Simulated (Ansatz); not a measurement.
Output of an Ansatz run (abridged):

```
WARN the atoms were moved onto the symmetric positions of the space group found under crystal.symmetry.tolerance 1.0e-5 (fractional …
WARN ansatz: RAYON_NUM_THREADS=1 ignored (pool sized by the plan → 1); use --threads N
Pseudopotentials: kind: paw
Pseudopotential: Cr, paw, valence charge 14
Crystal: 2 atoms, lattice volume = 22.967 Å³
Basis set: ecut = 420 eV, 429 PW (Γ)
Bands: 18, of which v1, the nominal top of the filled ones, is band 14 counted from 1 (13 counted from 0)
Symmetry: 12 space group operations
Space group: P-3m1 (ITA 164), of the structure as read, at distance tolerance 2.8e-5 Å
k-points: 192 of 1800
PAW frozen core: Cr, regenerated for the run's functional, and the local potential with it
Initial density: superposition of atomic densities (neutral atoms: chi_scale 0, normalization atom), corrected by the library's trained network
Initial wavefunctions: pseudopotential atomic-orbital guess
Eigensolver: davidson
Functional: x = slater, c = lda
SCF iter   1: F=—  HF=-6645.257527 eV  |F-HF|=—  |Δ(HF+E_count)|=         —  Δρ=8.53e-3  dr2=7.31e-3  ethr=1.77e-3  ⟨swp⟩=3.8  Hψ=12438  notcnv=0
all-band conjugate gradients solve this SCF's bands
preconditioner: auto → none
SCF iter   2: F=—  HF=-6645.256612 eV  |F-HF|=—  |Δ(HF+E_count)|=   9.16e-4  Δρ=5.03e-3  dr2=3.13e-3  ethr=2.61e-5  ⟨swp⟩=1.0  Hψ=4992  notcnv=0
SCF iter   3: F=—  HF=-6645.256158 eV  |F-HF|=—  |Δ(HF+E_count)|=   4.54e-4  Δρ=2.01e-3  dr2=6.11e-4  ethr=1.12e-5  ⟨swp⟩=2.0  Hψ=4595  notcnv=0
SCF iter   4: F=—  HF=-6645.255971 eV  |F-HF|=—  |Δ(HF+E_count)|=   1.87e-4  Δρ=2.25e-4  dr2=7.13e-6  ethr=2.18e-6  ⟨swp⟩=3.0  Hψ=6481  notcnv=0
SCF iter   5: F=—  HF=-6645.255974 eV  |F-HF|=—  |Δ(HF+E_count)|=   3.26e-6  Δρ=5.20e-5  dr2=1.51e-6  ethr=2.55e-8  ⟨swp⟩=2.0  Hψ=4622  notcnv=0
SCF iter   6: F=—  HF=-6645.255974 eV  |F-HF|=—  |Δ(HF+E_count)|=   3.61e-7  Δρ=1.70e-5  dr2=1.22e-7  ethr=5.39e-9  ⟨swp⟩=2.0  Hψ=4847  notcnv=0
SCF iter   7: F=-6645.255974 eV  HF=-6645.255974 eV  |F-HF|=1.02e-9  |Δ(HF+E_count)|=   2.56e-8  Δρ=4.78e-6  dr2=2.73e-9  ethr=3.57e-10  ⟨swp⟩=3.4  Hψ=9659  notcnv=0
SCF 1 converged in 7 iterations: F = -6645.255974 eV  dr2 = 2.73e-9
SCF converged after 7 iterations
Free energy (F): -6645.255974 eV
Harris-Foulkes:  -6645.255974 eV  (|F-HF|=1.02e-9)
Internal energy: -6645.239134 eV  (E = F + TS)
E sigma→0 (E₀):  -6645.247554 eV
Entropy (-TS):   -0.016840 eV (-8.420 meV/atom)
Fermi energy:    19.062238 eV
--- Per-component energies (eV) ---
  E_band       = -285.076514
  E_kinetic    = 689.682991
  E_local      = -2374.398485  (includes V_loc(G=0)·N_el)
  E_nonlocal   = 168.311813
  E_hartree    = 1035.544993
  E_xc         = -278.579585
  E_vxc        = -357.363032  (∫ρ·V_xc dr)
  E_paw        = -2282.958485  (= ΣΔE_a)
  E_vpaw       = -482.400200  (= ΣTr[D̂ρ^β])
  E_aug_tail   = 0.000700  (compensation charges beyond the density's cutoff)
  E_ewald      = -3603.573325
  E_core_change = 0.730249  (= ΣΔE_core)
  E_smearing   = -0.016840  (= −TS)
  E_closure    = 0.000000  (closes the sum)
  Σ components = -6645.255974   (vs F -6645.255974, Δ=0.00e0)
--- Forces (eV/Å), atoms counted from 1 ---
  atom   1  Cr    -0.00000000     0.00000000    -0.55765207
  atom   2  Cr     0.00000000    -0.00000000     0.55765207
  max |Σ_I F_I| component: 4.63e-18 eV/Å
--- Stress (GPa, compression-positive) ---
       -4.556487       0.000000      -0.000000
       -0.000000      -4.556487      -0.000000
       -0.000000      -0.000000     -10.962608
  P = ⅓ Tr σ = -6.6919 GPa (-66.919 kbar)
  The stress holds the Pulay correction. Without it, at fixed plane waves, as pw.x and ABINIT print it: P = -6.8393 GPa
--- Band table (eV; the first three rows and the last of 192) ---
  k-point 0: bands = ["-51.8759", "-51.7441", "-23.9010", "-23.1695", "-22.9106", "-22.9106", "-22.8463", "-22.8463", "11.3970", "14.8203", "17.5717", "18.6671", "18.6671", "18.6742", "18.9829", "18.9829", "20.2461", "20.2461"]
  k-point 1: bands = ["-51.8712", "-51.7490", "-23.8745", "-23.1977", "-22.9083", "-22.9083", "-22.8487", "-22.8487", "11.5360", "14.7652", "17.5268", "18.3943", "18.6578", "18.6578", "18.9541", "18.9541", "20.3097", "20.3097"]
  k-point 2: bands = ["-51.8576", "-51.7627", "-23.7990", "-23.2771", "-22.9017", "-22.9017", "-22.8553", "-22.8553", "11.9399", "14.5431", "17.3955", "17.8387", "18.6452", "18.6452", "18.8799", "18.8799", "20.4779", "20.4779"]
  k-point 191: bands = ["-51.5712", "-51.5712", "-23.6940", "-23.6940", "-23.6135", "-23.5809", "-23.2538", "-23.2538", "16.6224", "16.6646", "16.6646", "16.8744", "17.8928", "17.8928", "19.2040", "19.4358", "21.3620", "21.3620"]
```

The structure:

```xyz
2
Lattice="2.4363 0.0000 0.0000 -1.2181 2.1099 0.0000 0.0000 0.0000 4.4682" Properties=species:S:1:pos:R:3 pbc="T T T"
Cr     0.0000     1.4066     1.1671
Cr     1.2181     0.7033     3.3512
```

### Question
What input produced this log?

### Answer
Other spellings and defaults could give the same log, and not every line can be read from it. The input that was run (DFT, LDA (PW92), plane waves, default PAW files made with PBE):

Ansatz 0.2 input:
```yaml
# Cr
crystal:
  lattice:
    - [2.43625900, 0.00000000, 0.00000000]
    - [-1.21813000, 2.10986200, 0.00000000]
    - [0.00000000, 0.00000000, 4.46820500]
  atoms:
    - { symbol: Cr, position: [0.33333300, 0.66666700, 0.26119000] }
    - { symbol: Cr, position: [0.66666700, 0.33333300, 0.75000000] }
basis:
  ecutwfc: 420.0
kpoints:
  mp_grid:
    grid: [15, 15, 8]
hamiltonian:
  xc: lda
  pseudopotentials:
    kind: paw
scf:
  occupations:
    method: gaussian
    width: 0.1
output:
  forces: true
  eigenvalues: true
  stress: true
```

The starting cell comes from a database of computed structures (which also holds hypothetical and non-ambient phases and stackings), without a prior relaxation at this level. Its lattice was rescaled by up to half a per cent. One atom was moved a little off its site on purpose. Spin polarisation is off. With a pressure of about -7 GPa the cell is away from its equilibrium volume at this level. Ansatz's pressure includes its estimate of the finite-basis (Pulay) stress.

Ansatz is a first-principles code.
